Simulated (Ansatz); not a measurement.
**Mg on a Ga site (surface) in a 2x2 cell of the 1x1 (10-10) surface of wurtzite GaN (cut with top plane Ga + N)**

Host crystal: wurtzite GaN, with a band gap (PBE, scalar-relativistic without spin-orbit coupling).

Level of theory: PBE (plane waves to 420 eV, PAW; Ansatz, a quantum-chemistry and plane-wave program).

Set-up: 64 atoms, 9.3 Å thick at the start (thin: gaps and levels are the slab's own); mesh 3x2x1; 0.01 eV smearing; dipole correction on; 16 atoms held, the rest relaxed; symmetry of the start imposed; spin-polarised, ending with about 1.0 μB a cell; orders that need a larger cell were not tried, no spin-orbit, no U.

```json
{
  "formation energy against alpha gallium, hcp Mg": "0.34 eV",
  "change_of_the_step_from_the_bottom_to_the_top_vacuum_level_against_the_clean_slab": "-0.61 eV",
  "energy_released_by_relaxation": "0.61 eV",
  "magnetic_moment_of_the_cell": "1.00 μB",
  "largest_move_of_a_host_atom": "0.37 Å"
}
```
